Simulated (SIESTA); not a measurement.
Input and output of a relaxation of cell and atoms for NiAl (Pm-3m, 2 atoms in the cell) (SIESTA).

Method: GGA PBE, numerical atomic orbitals DZP, PseudoDojo PBE standard norm-conserving potentials (rewritten from UPF to PSML) in SIESTA.

```xyz
2
Lattice="2.9099 0.0000 0.0000 0.0000 2.9099 0.0000 0.0000 0.0000 2.9099" Properties=species:S:1:pos:R:3 pbc="T T T"
Al     1.4550     1.4550     1.4550
Ni     0.0000     0.0000     0.0000
```

Reference input (self-consistent single point, DFT, GGA PBE, numerical atomic orbitals DZP, PseudoDojo PBE standard norm-conserving potentials (rewritten from UPF to PSML)): XC.functional = GGA; XC.authors = PBE; potentials = PseudoDojo PBE standard; PAO.BasisSize = DZP; PAO.EnergyShift = 0.01 Ry; MeshCutoff = 400 Ry; kgrid.MonkhorstPack = 8 8 8; OccupationFunction = MP; OccupationMPOrder = 0; ElectronicTemperature = 100 meV; MaxSCFIterations = 150; SCF.Mixer.Method = Pulay. This run's input differs from it in these lines:

```diff
@@ -42,2 +42,7 @@
 Diag.ParallelOverK           true
+MD.TypeOfRun                 Broyden
+MD.Steps                     40
+MD.MaxForceTol               0.02 eV/Ang
+MD.VariableCell              true
+MD.MaxStressTol              0.05 GPa
 WriteForces                  true
```

Output (repeated stretches shortened):

```
        iscf     Eharris(eV)        E_KS(eV)     FreeEng(eV)     dDmax    Ef(eV) dHmax(eV)
   scf:    1    -4573.987914    -4612.707971    -4612.722170  1.424721 -2.205766 27.702131
   scf:    2    -4635.444753    -4627.232275    -4627.242241  0.376392 -3.895830  9.433925
   scf:    3    -4629.415994    -4628.931254    -4628.938037  0.140701 -4.607811  1.190627
   scf:    4    -4628.641573    -4628.858915    -4628.865101  0.074285 -4.854099  1.939236
   scf:    5    -4628.998153    -4628.960369    -4628.966791  0.016658 -4.692221  0.248667
   scf:    6    -4628.962158    -4628.961358    -4628.967810  0.001753 -4.683614  0.151671
   scf:    7    -4628.962145    -4628.961988    -4628.968508  0.005443 -4.673592  0.015085
mix: Pulay -- inversion failed, > SVD [rank/size] 4 / 6
   scf:    8    -4628.961991    -4628.961989    -4628.968510  0.000038 -4.673302  0.011965
   scf:    9    -4628.961986    -4628.961989    -4628.968514  0.000104 -4.672478  0.000250
mix: Pulay -- inversion failed, > SVD [rank/size] 4 / 7
   scf:   10    -4628.961989    -4628.961989    -4628.968514  0.000005 -4.672475  0.000313
SCF Convergence by DM+H criterion
max |DM_out - DM_in|         :     0.0000046543
max |H_out - H_in|      (eV) :     0.0003127405
SCF cycle converged after 10 iterations

Using DM_out to compute the final energy and forces

siesta: E_KS(eV) =            -4628.9620

siesta: E_KS - E_eggbox =     -4628.9620

siesta: Atomic forces (eV/Ang):
     1    0.000000    0.000000    0.000000
     2   -0.000000   -0.000000   -0.000000
   Tot   -0.000000   -0.000000    0.000000
   Max    0.000000
   Res    0.000000    sqrt( Sum f_i^2 / 3N )
   Max    0.000000    constrained

Stress tensor Voigt[x,y,z,yz,xz,xy] (kbar):       50.58       50.58       50.58        0.00       -0.00       -0.00
(Free)E + p*V (eV/cell)    -4629.7465
Target enthalpy (eV/cell)    -4628.9685

siesta: Stress tensor (static) (eV/Ang**3):
   [... lines left out ...]
siesta: Pressure (static):        -50.58444033  kBar
siesta: Pressure (total):        -50.58444033  kBar
No target stress found, assuming hydrostatic MD.TargetPressure.
Target stress (kBar)
outcell: Cell volume (Ang**3)        :     23.9087
        iscf     Eharris(eV)        E_KS(eV)     FreeEng(eV)     dDmax    Ef(eV) dHmax(eV)
siesta: Pressure (static):          0.39201983  kBar
siesta: Pressure (total):          0.39201983  kBar
outcell: Cell volume (Ang**3)        :     23.9087
siesta: FreeEng =     -4628.980646
   [... lines left out ...]
               3dz2    3dxz    3dx2-y2
   2 17.223   1.881  -0.227   0.141   2.009   2.009   2.009   0.312   0.312
              0.312   1.772   1.772   1.785   1.772   1.785  -0.071  -0.071

             -0.103  -0.071  -0.103

mulliken: Qtot =       21.000

Mulliken Atomic Populations:
Atom #   charge [q] valence [e]  Species
     1    -0.776993    3.776993  Al
     2     0.776993   17.223007  Ni
 Total    -0.000000
```

The run converged. 

Summary of the result:
| Property | Value |
|---|---|
| Free energy E − TS | -4628.9806 eV |
| Fermi level (on the code's own zero) | -4.72 eV |
| Pressure | 0.04 GPa |
| Final cell | a = b = c = 2.881 Å, α = β = γ = 90.00° |
| Final volume per atom | 11.95 Å³ |
| Relaxation steps | 5 |

The starting cell has typed, rounded lattice constants, without a prior relaxation at this level. Its lattice was rescaled by a random factor within 2.5 % of one. Spin polarisation is off. Values carry the incompleteness of an atom-centred basis.

Cost on one core of a shared machine: roughly 2 min.
